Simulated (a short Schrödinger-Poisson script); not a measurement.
Stack: gated In0.52Al0.48As/In0.53Ga0.47As δ-doped gas in a quantum well, at 77 K.

| layer | material | thickness (nm) | Na (cm⁻³) |
|---|---|---|---|
| 1 | In0.52Al0.48As | 10 | - |
| 2 | In0.52Al0.48As | 3 | - |
| 3 | In0.53Ga0.47As | 20 | - |
| 4 | In0.52Al0.48As | 4000 | 5e14 |

Constants are typed, rounded textbook-type inputs, not results; the design itself was drawn at random and stands for no fabricated device. In0.52Al0.48As: permittivity 12.5, conduction-band edge (eV) 0.52, gap (eV) 1.45, electron mass (mₑ) 0.075, Nv at 300 K (cm⁻³) 1.1e19. In0.53Ga0.47As: permittivity 13.9, conduction-band edge (eV) 0, gap (eV) 0.74, Nv at 300 K (cm⁻³) 7.7e18.

Channel valleys (confinement mass, in-plane density-of-states mass, number): Γ 0.041, 0.041, 1. At the gate the conduction-band edge of layer 1 lies 0.65 eV − eVg above the Fermi level of the channel; the field vanishes at the back. Sheet of ionised δ-doping: +1.8e12 e/cm² at 10 nm from the gate. The barrier under the gate holds no holes. Gaps are held at their typed values at every temperature. Mesh 0.08 nm at interfaces.

From a short Schrödinger-Poisson script (our own, NumPy): 1D Poisson equation in equilibrium, electrons quantum, Hartree (BenDaniel-Duke, 40 states a valley, the channel's in-plane mass for all, wave functions free to enter the barrier), parabolic valleys, classical holes, full ionisation, no traps, pinning or gate leakage.

The same stack at other levels of the model or other numerical settings:

| run | sheet density of all electrons at Vg = 0.4 V (cm⁻²) | sheet density of all electrons at Vg = -0.1 V (cm⁻²) | capacitance at Vg = 0.4 V (μF/cm²) | centroid of the channel electrons at Vg = 0.4 V (nm) | rough cost against the base |
|---|---|---|---|---|---|
| base | 1.68e12 | 1.34e10 | 0.604 | 6.36 | about 1 |
| electrons treated as classical, Boltzmann | ? | ? | 0.826 | 1.16 | 0.02 |
| electrons treated as classical, Fermi-Dirac | 1.76e12 | 3.68e10 | 0.595 | 5.81 | 0.1 |
| electrons treated as quantum, Hartree plus LDA exchange-correlation | 1.73e12 | 1.73e10 | 0.611 | 6.22 | about 1 |
| mesh six times as coarse | 1.68e12 | 1.32e10 | 0.604 | 6.34 | 0.2 |
| one subband a valley | 1.62e12 | 1.34e10 | ? | 5.70 | 0.3 |

Q: Some entries are withheld; supply them.

A: 
- electrons treated as classical, Boltzmann, sheet density of all electrons at Vg = -0.1 V (cm⁻²): 4.38e10
- electrons treated as classical, Boltzmann, sheet density of all electrons at Vg = 0.4 V (cm⁻²): 2.46e12
- one subband a valley, capacitance at Vg = 0.4 V (μF/cm²): 0.566

The classical rows ignore confinement, and Boltzmann statistics overrate the density once the band edge passes the Fermi level.
